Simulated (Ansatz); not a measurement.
Defect migration in wurtzite GaN: In-vacancy pair (In on one host Ga site, one Ga site vacant), charge state -3. Level of theory: PBE, PAW (plane waves to 420 eV; Ansatz, a quantum-chemistry and plane-wave program).

72-site cell at the relaxed PBE lattice, one k-point at (0.125, 0.250, 0.250), smearing 0.01 eV, spin-restricted, no finite-size correction. Energies are static. The charge state is imposed; whether it is stable for some Fermi level was not computed. Forms of the defect that were not tried may lie lower. The start lies 0.13 eV above the lowest site run (PBE).

Barriers: single points on a 2×2×2 k-point mesh shifted by half a step along c at the bands' geometries (they differ from the bands' own by up to 0.06 eV, and are uncertain by about as much).

The step: a nearby Ga atom hops onto the vacant site (In-vacancy distance between ideal sites 3.21 → 5.24 Å). Atoms about the jump, Cartesian Å from the middle of the jump, before and after:

```csv
atom,x0,y0,z0,x1,y1,z1
Ga1,0.79,-0.46,1.25,-0.79,0.46,-1.25
N2,-0.79,0.45,0.87,-0.90,0.52,0.62
N3,0.88,-0.50,-1.79,0.81,-0.46,-1.91
N4,2.45,0.46,0.68,2.54,0.52,0.62
N5,0.82,-2.36,0.68,0.82,-2.47,0.62
Ga6,2.40,0.44,-1.30,2.41,0.45,-1.24
Ga7,0.82,-2.30,-1.30,0.81,-2.31,-1.24
N8,-0.80,2.46,-2.05,-0.80,2.33,-1.98
N9,-2.52,-0.53,-2.05,-2.42,-0.47,-1.98
Ga10,-0.79,2.28,1.25,-0.79,2.26,1.27
Ga11,-2.37,-0.46,1.25,-2.36,-0.45,1.27
Ga12,0.77,3.21,-1.36,0.81,3.24,-1.32
Ga13,-2.39,-2.26,-1.36,-2.41,-2.32,-1.32
N14,0.82,3.24,0.64,0.81,3.25,0.64
N15,-2.40,-2.33,0.63,-2.41,-2.33,0.64
Ga16,2.42,2.32,1.28,2.42,2.26,1.27
In17,0.74,-0.43,-3.83,0.82,-0.48,-4.07
Ga18,-0.80,-3.26,1.28,-0.76,-3.23,1.27
N19,2.43,2.32,-1.97,2.42,2.33,-1.98
N20,-0.79,-3.26,-1.97,-0.81,-3.25,-1.98
```

Predict the transition state.


| atom | x | y | z |
|---|---|---|---|
| Ga1 | 0.03 | 0.00 | -0.42 |
| N2 | -0.94 | 0.54 | 0.96 |
| N3 | 1.01 | -0.58 | -1.87 |
| N4 | 2.41 | 0.53 | 0.55 |
| N5 | 0.75 | -2.36 | 0.55 |
| Ga6 | 2.59 | 0.48 | -1.35 |
| Ga7 | 0.88 | -2.48 | -1.34 |
| N8 | -0.74 | 2.32 | -1.96 |
| N9 | -2.37 | -0.52 | -1.97 |
| Ga10 | -0.83 | 2.38 | 1.31 |
| Ga11 | -2.48 | -0.47 | 1.31 |
| Ga12 | 0.81 | 3.23 | -1.34 |
| Ga13 | -2.39 | -2.30 | -1.35 |
| N14 | 0.79 | 3.27 | 0.64 |
| N15 | -2.44 | -2.32 | 0.64 |
| Ga16 | 2.39 | 2.29 | 1.26 |
| In17 | 0.77 | -0.45 | -4.02 |
| Ga18 | -0.79 | -3.21 | 1.26 |
| N19 | 2.46 | 2.34 | -2.00 |
| N20 | -0.79 | -3.29 | -2.00 |
It lies 1.74 eV above the start and 1.87 eV above the end. The saddle point's order was not checked, and it lies on a symmetry element of the cell, where a band can be held.
